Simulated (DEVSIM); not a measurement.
Structure: abrupt Si p-n junction, at 350 K.

| layer (left to right) | material | thickness (μm) | Nd (cm⁻³) | Na (cm⁻³) | τn (s) | τp (s) |
|---|---|---|---|---|---|---|
| 1 | Si | 15.0 | - | 6.5e17 | 8.6e-5 | 8.6e-5 |
| 2 | Si | 19.0 | 1.9e16 | - | 8.6e-5 | 8.6e-5 |

Left contact: ohmic. Right contact: ohmic. Voltage is applied to the left contact. Recombination: SRH at mid-gap, radiative. Mobility is μmin + (μ − μmin)/(1 + (N/Nref)^α).

This is a model device: material constants are rounded textbook-type values typed into the input, and sizes, dopings and lifetimes were drawn at random. Values at 300 K; Nc and Nv go as T^1.5, mobilities as T to minus their exponent, the gap by Varshni's rule with the affinity fixed.

```
parameter               Si
----------------  --------
gap (eV)             1.124
affinity (eV)         4.05
permittivity          11.7
Nc (cm⁻³)          2.86e19
Nv (cm⁻³)           3.1e19
μn (cm²/Vs)           1417
μp (cm²/Vs)            470
μn,min                  52
μp,min                  45
Nref,n              9.7e16
Nref,p              2.2e17
αn                    0.68
αp                    0.72
T exponent of μn       2.3
T exponent of μp       2.2
B (cm³/s)          4.7e-15
Varshni α (eV/K)  0.000473
Varshni β (K)          636
```

Model (solved in DEVSIM): 1D drift-diffusion, Boltzmann statistics, complete ionisation; no tunnelling, impact ionisation, image-force lowering or self-heating.

The doping Na of layer 1 was swept, all else fixed.

```tsv
doping Na of layer 1 (cm^-3)	largest field in the device at zero bias (V/cm)	potential step across the device at zero bias (V)	dark forward voltage at 100 A/cm² (V)	dark forward voltage at 1 A/cm² (V)
2e16	42000	0.655	0.741	0.532
6.5e16	___	0.690	0.747	___
2e17	61000	0.724	0.753	0.570
6.5e17	72000	0.760	0.755	0.573
2e18	99000	0.793	0.753	0.574
6.5e18	160000	0.829	0.750	0.574
```

**Question.** Some entries are withheld; supply them.

**Answer.** 
- 6.5e16, largest field in the device at zero bias (V/cm): 54000
- 6.5e16, dark forward voltage at 1 A/cm² (V): 0.557
